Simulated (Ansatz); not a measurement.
Worked calculations on one periodic cell of amorphous Si$_{24}$O$_{49}$Mg: Si24O49Mg, 74 atoms, volume 1110.7 Å³, made by a melt-quench on the CHGNet potential and relaxed with DFT. O atoms were pushed apart under 1.9 Å during the dynamics, to hinder bonds among them. It is a model cell: composition and starting density were chosen by hand, and all elements were melted together. Cycles of charging were run to anneal it. Calculation: PBE, scalar-relativistic without spin-orbit coupling (plane waves to 420 eV, PAW; Ansatz, a first-principles code). Sampling: a 2×2×2 Γ-centred mesh; Fermi-Dirac width 0.02 eV; no spin polarisation. Its volume was held where the quench left it, its shape was held as a cube, and it stands at a mean pressure of 1.2 GPa with stress components up to 2.7 GPa; the relaxation ran on the zone centre alone. Its density went from a set 2.22 to 2.22 g/cm³. The cell is small and was quenched far faster than a real film, so it is one sample of the glass.

Q: Count formal charges (Si +4, O -2, Mg +2). What does the count lead one to expect at the Fermi level, and what does the calculation give?

A: 24 × (+4) + 49 × (-2) + 1 × (+2) = 0. The charges balance, so the anion-derived valence states can be full and a gap can open. On this mesh the highest filled and lowest empty level lie 4.66 eV apart; localised defect or tail levels set that (at the zone centre the more localised edge state sits most on one O atom with neighbours Si 1.59 Å, Mg 1.86 Å), and the nearest spread-out levels lie 5.5 eV apart.

Four energies for an added electron at PBE on the zone centre alone (charged cells in a uniform background, spin-polarised): neutral at the neutral geometry -45063.109 eV; charged at the neutral geometry -45056.878 eV; charged and relaxed -45056.898 eV; neutral at the charged geometry -45063.087 eV.

Q: Find the two relaxation energies and their sum, the reorganisation energy.

A: On charging: -45056.878 − (-45056.898) = 0.020 eV. On discharging: -45063.087 − (-45063.109) = 0.022 eV. The sum is 0.042 eV. The carrier's level spreads over 60 of the 74 atoms' worth, more than a fifth of the atoms or a third of the atoms of its main element (six at least), and the sum is small, so it counts as a band carrier, whose relaxation energy shrinks as the cell grows. PBE's self-interaction favours spread-out carriers, so a hybrid can localise more.
